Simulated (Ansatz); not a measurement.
Hops of interstitial Cu, charge +1, between neighbouring sites in amorphous Si27O54 (a melt-quenched model of 81 atoms). These are PBE, PAW (plane waves to 420 eV; Ansatz, a first-principles code) values and carry that method's errors. Climbing-image NEB, 81 sites, 2×2×2 shifted, static nuclei, no finite-size correction. These are samples from one small, fast-quenched model; only hops that converged and passed our checks are listed, and the added charge may sit on a native defect of the glass.

| Hop (Å) | Neighbours at the start | Neighbours at the saddle | Forward (eV) | Backward (eV) |
|---|---|---|---|---|
| 4.23 | O at 1.98, O at 2.06, O at 2.51, O at 2.54 Å | O at 2.05, O at 2.29, O at 2.36, O at 2.46 Å | 0.53 | 0.83 |
| 2.90 | O at 1.88, O at 1.91 Å | O at 2.01, O at 2.43, O at 2.61 Å | 0.50 | 0.51 |
| 2.53 | O at 1.88, O at 1.91 Å | O at 1.98, O at 2.06, O at 2.37 Å | 0.40 | 0.31 |
| 1.54 | O at 1.89, O at 1.90 Å | O at 1.99, O at 2.19, O at 2.54 Å | 0.18 | 0.11 |

Seen from the lower site of each pair the barriers run from 0.18 to 0.83 eV, and from the upper site from 0.11 to 0.53 eV: unlike in a crystal, no single barrier describes the motion.
